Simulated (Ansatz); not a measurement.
# Lattice constant a of GeSe (model structure, started from the beta GaS type, P6₃/mmc, No. 194, 8 atoms in the cell) at several levels of theory

No measured value is used here.

```tsv
level (code)	value (Å)
PBE (Ansatz)	3.674
PBEsol (Ansatz)	3.596
PBE-D3(BJ) (Ansatz)	?
```

Task: Fill in the missing entries.

Result: 
- PBE-D3(BJ) (Ansatz, a program for electronic structure), value (Å): 3.636

Ansatz's density-functional and Hartree–Fock values are scalar-relativistic unless marked +SOC, with PAW data made under PBE.

A model structure was made by putting elements into a prototype or built by hand; it is no filed structure, need not be a known phase, and can be a saddle point held by its symmetry.
